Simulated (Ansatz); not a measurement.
**Response to strain in PbZrO3**

Base system: PbZrO$_{3}$ in the cubic perovskite structure (space group Pm-3m, No. 221; a cell from a computed database, its experimental status unchecked).

```
CELL_PARAMETERS angstrom
      4.14117     0.00000     0.00000
      0.00000     4.14117     0.00000
      0.00000     0.00000     4.14117
ATOMIC_POSITIONS crystal
  Zr 0.00000 0.00000 0.00000
  Pb 0.50000 0.50000 0.50000
  O  0.50000 0.00000 0.00000
  O  0.00000 0.50000 0.00000
  O  0.00000 0.00000 0.50000
```

Cartesian axes are those of the cell as printed.

Strains are applied to the cell and any free atomic positions relax; under biaxial strain the out-of-plane vector relaxes too; under stress the whole cell relaxes.

Levels (all Ansatz, a quantum-chemistry and plane-wave program, PAW, earlier PAW set): PBEsol (420 eV, no spin-orbit coupling); r2SCAN (500 eV, no spin-orbit coupling); HSE06 (420 eV, spin-orbit coupling left out); PBEsol+SOC (420 eV, with spin-orbit coupling).

Band gaps by level, all at the geometries relaxed with PBEsol:

```tsv
case	PBEsol	r2SCAN	HSE06	PBEsol+SOC
base	2.34 eV	2.90 eV	3.49 eV	2.02 eV
biaxial strain −0.42 %, plane normal [001], relaxed out of plane	2.33 eV	2.88 eV	3.47 eV	2.00 eV
isotropic strain −5.13 %	2.35 eV	2.92 eV	3.43 eV	2.00 eV
strain tensor (xx, yy, zz, yz, xz, xy) = (−0.21, +0.29, +0.48, −0.24, +0.14, +0.18) %	2.29 eV	2.85 eV	3.44 eV	1.97 eV
uniaxial stress, 5 GPa tension along x	2.22 eV	2.78 eV	3.40 eV	1.90 eV
```

Single points use the geometry relaxed with PBEsol. HSE06 gaps are upper bounds (no full band path). Differences between runs with and without spin-orbit coupling are approximate. With Pb present, leaving out spin-orbit coupling can change the band edges. Beyond what the load breaks, stability against distortions was not tested. Many cubic perovskites are stable only at high temperature; tilts and polar distortions were not tested.
